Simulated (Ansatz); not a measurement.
B20 (FeSi-type) MnSi: LDA at its full settings (plane-wave cutoff 520 eV, 12×12×12 k mesh, Fermi–Dirac smearing 0.05 eV, spin-polarised with parallel moments, scalar-relativistic PAW data made under PBE) and at cheaper ones, in a cell of 8 atoms with Γ-centred meshes.

```tsv
level and setting	lattice parameter a (Å)	bulk modulus B0 (GPa)
LDA (Ansatz)	4.428	227
LDA (Γ point alone) (Ansatz)	4.466	230
LDA (2×2×2 k mesh) (Ansatz)	4.424	242
LDA (4×4×4 k mesh) (Ansatz)	4.431	205
```

Largest shifts from the full settings: lattice constant a +0.86 % (LDA (Γ point alone)), against a difference of -2.89 % of the full result from the reference 4.560 Å (measured, temperature not stated, no zero-point or thermal correction; as tabulated in Wikipedia's data pages); bulk modulus -9.7 % (LDA (4×4×4 k mesh)), against a difference of +36 % of the full result from the reference 167 GPa (measured, room temperature, no zero-point or thermal correction; as tabulated in Study of the compressibility of FeSi, MnSi, and CoS2 (JETP Letters), abstract).

The full settings aren't shown to be converged themselves.

Ansatz's density-functional and Hartree–Fock values are scalar-relativistic unless marked +SOC, with PAW data made under PBE.

Run with cheap settings on purpose, which may leave them unconverged: LDA (2×2×2 k mesh), LDA (4×4×4 k mesh), LDA (Γ point alone).

Ansatz is a quantum-chemistry and plane-wave program.
